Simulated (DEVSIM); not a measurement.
Structure: abrupt Si p-n junction, at 400 K.

| layer (left to right) | material | thickness (μm) | Nd (cm⁻³) | Na (cm⁻³) | τn (s) | τp (s) |
|---|---|---|---|---|---|---|
| 1 | Si | 0.340 | - | 3.2e16 | 3.1e-7 | 3.1e-7 |
| 2 | Si | 14.0 | 2.7e17 | - | 3.1e-7 | 3.1e-7 |

Left contact: ohmic. Right contact: ohmic. Voltage is applied to the left contact. Recombination: SRH at mid-gap. Mobility is μmin + (μ − μmin)/(1 + (N/Nref)^α).

Constants are typed, rounded textbook-type inputs, not results; the design itself was drawn at random and stands for no fabricated device. Values at 300 K; Nc and Nv go as T^1.5, mobilities as T to minus their exponent, the gap by Varshni's rule with the affinity fixed.

| parameter | Si |
|---|---|
| gap (eV) | 1.124 |
| affinity (eV) | 4.05 |
| permittivity | 11.7 |
| Nc (cm⁻³) | 2.86e19 |
| Nv (cm⁻³) | 3.1e19 |
| μn (cm²/Vs) | 1417 |
| μp (cm²/Vs) | 470 |
| μn,min | 52 |
| μp,min | 45 |
| Nref,n | 9.7e16 |
| Nref,p | 2.2e17 |
| αn | 0.68 |
| αp | 0.72 |
| T exponent of μn | 2.3 |
| T exponent of μp | 2.2 |
| Varshni α (eV/K) | 0.000473 |
| Varshni β (K) | 636 |

DEVSIM, 1D drift-diffusion, Boltzmann statistics, complete ionisation; no tunnelling, impact ionisation, image-force lowering or self-heating.

The doping Nd of layer 2 was swept, all else fixed.

| doping Nd of layer 2 (cm^-3) | dark forward voltage at 1 A/cm² (V) | dark forward voltage at 100 A/cm² (V) | potential step across the device at zero bias (V) | largest field in the device at zero bias (V/cm) |
|---|---|---|---|---|
| 8.1e15 | 0.320 | 0.603 | 0.548 | 31000 |
| 2.7e16 | 0.317 | 0.538 | 0.590 | 49000 |
| 8.1e16 | 0.314 | … | 0.627 | … |
| 2.7e17 | 0.311 | 0.488 | 0.669 | 74000 |
| 8.1e17 | 0.310 | 0.481 | 0.707 | 87000 |
| 2.7e18 | 0.309 | 0.477 | 0.748 | 120000 |
| 8.1e18 | 0.308 | 0.475 | 0.786 | 190000 |

Task: What belongs in the gaps?

Result: 
- 8.1e16, dark forward voltage at 100 A/cm² (V): 0.504
- 8.1e16, largest field in the device at zero bias (V/cm): 63000
